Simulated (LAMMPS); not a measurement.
Consider Ni (fcc), 4000 atoms, at 1300 K and 0 GPa, heated as the crystal in molecular dynamics.

Computed with classical MD, pair style eam, the elements' _u3.eam files (universal-3 set of Foiles, Baskes and Daw) (LAMMPS).

Starting crystal:

```
Ni
1.0
    3.52000     0.00000     0.00000
    0.00000     3.52000     0.00000
    0.00000     0.00000     3.52000
Ni
4
Direct
  0.00000   0.00000   0.00000
  0.00000   0.50000   0.50000
  0.50000   0.00000   0.50000
  0.50000   0.50000   0.00000
```

Q: Predict the first peak of g(r), the mean frequency of the velocity spectrum, the most common Ni-Ni-Ni angle.

A: first peak of g(r): 2.50 Å, height 4.2; mean frequency of the velocity spectrum: 6.0 THz; most common Ni-Ni-Ni angle: in the 3° bin centred on 58.5° (mean of all 97°).
